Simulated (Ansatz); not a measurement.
Base system: CdS in the zinc blende structure (space group F-43m, No. 216; a = 5.879 Å).

The change: every lattice vector is shortened by 1.66 %, atoms relaxed at fixed cell.

Levels (all Ansatz, a quantum-chemistry and plane-wave program, PAW, earlier PAW set): r2SCAN (500 eV, scalar-relativistic without spin-orbit coupling); HSE06+SOC (420 eV, spin-orbit coupling included).

The geometry is relaxed with r2SCAN.

| Quantity | Result |
|---|---|
| r2SCAN band gap | 1.65 eV |
| r2SCAN valence-band top at Γ | 0.00, 0.00, 0.00 eV |

With HSE06+SOC at the same geometry, the band gap goes up by 0.55 eV to 2.20 eV; the valence-band top at Γ (three highest Kramers pairs, from the VBM) goes from 0.00, 0.00, 0.00 eV to 0.00, 0.00, -0.06 eV. The threefold valence maximum splits by Δso ≈ 0.06 eV.

Single points use the geometry relaxed with r2SCAN. The spin-orbit shifts are approximate. The cells carry an imposed strain or load. Whether these cells are dynamically stable was not tested.
